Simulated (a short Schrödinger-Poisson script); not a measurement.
Stack: symmetric double-gate stack, SiO2 on p-type Si(111), at 300 K.

| layer | material | thickness (nm) | Na (cm⁻³) |
|---|---|---|---|
| 1 | SiO2 | 2.2 | - |
| 2 | Si | 8 | 2e17 |
| 3 | SiO2 | 2.2 | - |

The device is made up for the run: typed textbook-type constants, with dimensions and the other settings drawn at random. SiO2: permittivity 3.9, conduction-band edge (eV) 3.15, gap (eV) 9, electron mass (mₑ) 0.5. Si: permittivity 11.7, conduction-band edge (eV) 0, gap (eV) 1.124, Nv at 300 K (cm⁻³) 3.1e19.

Channel valleys (confinement mass, in-plane density-of-states mass, number): Δ6 0.258, 0.358, 6. At the gates, both at one voltage, the conduction-band edge of layer 1 lies 3.65 eV − eVg above the Fermi level of the channel. Gaps are held at their typed values at every temperature. Mesh 0.03 nm at interfaces.

Solved with a short Schrödinger-Poisson script written for these runs: 1D Poisson equation in equilibrium, electrons quantum, Hartree (BenDaniel-Duke, 12 states a valley, the channel's in-plane mass for all, wave functions ending at the dielectric), parabolic valleys, classical holes, full ionisation, no traps, pinning or gate leakage.

Q: List the lowest subbands of each valley and their electrons at Vg = 1.9 V.

A: 
```csv
valley,subband,energy from the Fermi level (meV),electrons (cm⁻²),share (%)
Δ6,0,3.1,1.47e13,69.0
Δ6,1,29.0,6.54e12,30.7
Δ6,2,149.3,7.18e10,0.3
```

All electrons: 2.13e13 cm⁻².
